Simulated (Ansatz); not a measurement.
Start from CdSe in the wurtzite structure (space group P6_3mc, No. 186).

```xyz
4
Lattice="4.2475 0.0000 0.0000 -2.1238 3.6785 0.0000 0.0000 0.0000 6.9410" Properties=species:S:1:pos:R:3 pbc="T T T"
Cd     0.0000     2.4523     0.0022
Cd     2.1238     1.2262     3.4727
Se     0.0000     2.4523     2.6076
Se     2.1238     1.2262     6.0781
```

Cartesian axes are those of the cell as printed.

Computed with plane-wave PAW DFT at the LDA level (Ansatz, a first-principles code, 420 eV), without spin-orbit coupling.

Before the change:

The valence-band top at Γ comes out as 0.00, 0.00, -0.07 eV.

It is then changed as follows: the cell is stretched by 0.60 % along x with no lateral relaxation, atoms relaxed at fixed cell.

Q: Estimate the effect on the energy relative to the base.

A: The energy stays essentially unchanged.

Q: Predict the new stress.

A: The stress (xx, yy, zz, yz, xz, xy; compression positive) amounts to (-0.47, -0.31, -0.23, 0.00, 0.00, 0.00) GPa.

Q: Estimate the effect on the valence-band top at Γ.

A: The valence-band top at Γ (three highest levels, from the VBM) changes from 0.00, 0.00, -0.07 eV to 0.00, -0.02, -0.06 eV.

The levels and masses belong to the bands next to the band gap. The cells carry an imposed strain or load. Whether these cells are dynamically stable was not tested.
